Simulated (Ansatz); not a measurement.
Functionals compared on CO on the 1x1 (111) surface of fcc Pt, one in a 2x2 cell, started at the site 'hollow Pt-Pt-Pt over Pt at depth 4.6 Å', in Ansatz (plane waves, PAW). The structure was relaxed with PBE; the other rows are single points on it, each with its references at the same level. Cutoff 420 eV (500 eV for r2SCAN).

Slab: 18 atoms, 6.9 Å thick at the start under the adsorbate (thin: gaps and levels are the slab's own); k 6x6x1, smearing 0.1 eV, dipole-corrected; 8 atoms held, the rest relaxed; symmetry of the start imposed; no spin, no spin-orbit, no U, no dispersion correction. At the end it is bonded to 3 Pt. In PBE it is, or lies within 0.03 eV of, the lowest of the starts that converged. These notes are the PBE run's. Adsorption energies are against CO(g). A negative adsorption energy means that the adsorbate is more stable on the surface than in its reference.

```
functional  adsorption energy (eV)  work function of the top face (eV)  change of the work function (eV)          rough cost of the single point
----------  ----------------------  ----------------------------------  --------------------------------  --------------------------------------
PBE                          -1.67                                6.50                              0.82                                       –
RPBE                         -1.30                                6.37                              0.85  about 70 core-seconds (a rough figure)
r2SCAN                           ?                                   ?                                 ?           very roughly 2.0 core-minutes
```

### Question
Complete the blanks.

### Answer

- r2SCAN, adsorption energy (eV): -1.81
- r2SCAN, work function of the top face (eV): 6.66
- r2SCAN, change of the work function (eV): 0.91

Ansatz is a first-principles code.
